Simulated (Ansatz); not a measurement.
Consider MoSi$_{2}$ (space group I4/mmm, No. 139; a = 3.217 Å, c = 7.875 Å; relaxed with 0.1 eV smearing).

Level of theory: Ansatz (a quantum-chemistry and plane-wave program), PBE, PAW, cutoff 420 eV, without spin-orbit coupling.

Before the change:

```
Property    Value
--------  -------
Band gap     zero
Pressure  0.0 GPa
```

One thing is altered: every lattice vector is shortened by 0.50 %, atoms relaxed at fixed cell.

### Question
Predict the new band gap.

### Answer
The band gap is still zero.

### Question
What does the calculation give for the pressure after the change?

### Answer
The pressure (mean of the normal stresses, compression positive) goes from zero to 3.2 GPa.

The cells carry an imposed strain or load. Stability against distortions was not tested. The final runs are not spin-polarised.
